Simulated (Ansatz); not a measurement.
HfC (model structure, started from the NbAs type, I4₁md, No. 109, 4 atoms in the cell), treated with PBEsol (Ansatz, a quantum-chemistry and plane-wave program, plane waves, PAW).

Settings: plane-wave cutoff 520 eV, 26×26×26 k mesh, Fermi–Dirac smearing 0.05 eV, scalar-relativistic PAW data made under PBE.

Cell (relaxed at this level):

```cif
data_C2Hf2
_chemical_formula_sum 'Hf2 C2'
_space_group_name_H-M_alt 'P 1'
_space_group_IT_number 1
_cell_length_a 6.02430
_cell_length_b 6.02430
_cell_length_c 6.02430
_cell_angle_alpha 151.143
_cell_angle_beta 151.143
_cell_angle_gamma 41.267
loop_
_space_group_symop_operation_xyz
  'x, y, z'
loop_
_atom_site_label
_atom_site_type_symbol
_atom_site_fract_x
_atom_site_fract_y
_atom_site_fract_z
_atom_site_occupancy
Hf1 Hf 0.50430 0.50430 0.00000 1
Hf2 Hf 0.25430 0.75430 0.50000 1
C1 C 0.91170 0.91170 0.00000 1
C2 C 0.66170 0.16170 0.50000 1
```

### Question
Predict the bulk modulus B0.

### Answer

- bulk modulus B0: 216 GPa

The run finds no gap.

Note: the bulk modulus is −V dP/dV from two relaxed cells at ±2 % in volume; the relaxation could raise the start's symmetry but not lower it, so the cell can be a saddle point.

Spin–orbit coupling is not included; it can open a gap where bands touch, and shift volumes and moduli.

The computed numbers hold no vibrational or temperature effects.

The result took roughly 40 core-minutes.

A model structure was made by putting elements into a prototype or built by hand; it is no filed structure, need not be a known phase, and can be a saddle point held by its symmetry.
